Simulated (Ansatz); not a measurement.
Surface: Si(111) 1x1 surface, 6 top atoms, 3 bilayers, bottom bilayer H-capped and fixed, every top atom capped by H; cell 11.5 x 6.6 Å; two neighbouring H replaced by OH; about 7 Å thick over the host's atoms, 18 atoms held. Computed with PBE-D3(BJ) (plane waves to 420 eV, PAW; Ansatz, a program for electronic structure). k mesh 1 x 2 x 1. Some slab states were started with spin and the others were run without it. No Hubbard U. Slab thickness, cell and mesh are as stated and are not converged limits. No zero-point or entropy terms are included. Each state was relaxed from one prepared geometry.

End state of this step: NbCl5, bound to one O-H group, takes the H of a neighbouring group, which it binds too. Atoms near the product:

```
atom     x (Å)  y (Å)   z (Å)
------  ------  -----  ------
H(14)   -0.080  6.680  11.047
H(44)   -3.893  6.769  11.026
H(45)   -1.901  3.272  11.062
H(49)   -0.412  4.889  13.525
Nb(a0)   3.197  3.317  12.718
Cl(a1)   2.163  1.195  12.462
Cl(a2)   4.349  5.296  13.135
Cl(a3)   1.647  3.890  14.322
Cl(a4)   4.897  2.125  13.855
Cl(a5)  -1.580  5.367  13.220
```

What energy does it take to move HCl into the gas, one a cell, with the surface relaxed behind it, and what are its closest contacts before it leaves?

0.26 eV. Its closest contacts to the rest of the cell: H(49)...Cl(a3) 2.42 Å, Cl(a5)...H(14) 2.95 Å, Cl(a5)...H(45) 3.03 Å.

Here NbCl5 is the monomer.
